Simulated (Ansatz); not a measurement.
Consider AlN in the zinc blende structure (space group F-43m, No. 216; a = 4.370 Å). Axes: x, y, z lie along the cube axes.

Level of theory: r2SCAN/PAW in Ansatz (a first-principles code), spin-orbit coupling left out.

The change: the cell is scaled by 0.9900 in all directions; the atoms relax in the strained cell.

Problem. Predict the stress tensor and what it implies for the stiffness.

Solution. Stress of the strained cell less that of the base (GPa, compression positive):
```
   6.72    0.00    0.00
   0.00    6.72    0.00
   0.00    0.00    6.72
```

Then B = −ΔP/(ΔV/V₀) with ΔV/V₀ = -0.0297 gives secant stiffness values (nonlinear terms included at this strain): B ≈ 226 GPa.

As a check, the harmonic strain energy −½ V₀ Δσ:ε is 6.6 meV/atom; the computed energy rise is 6.4 meV/atom.

Whether these cells are dynamically stable was not tested. This is not the structure that AlN has at room temperature and ambient pressure.
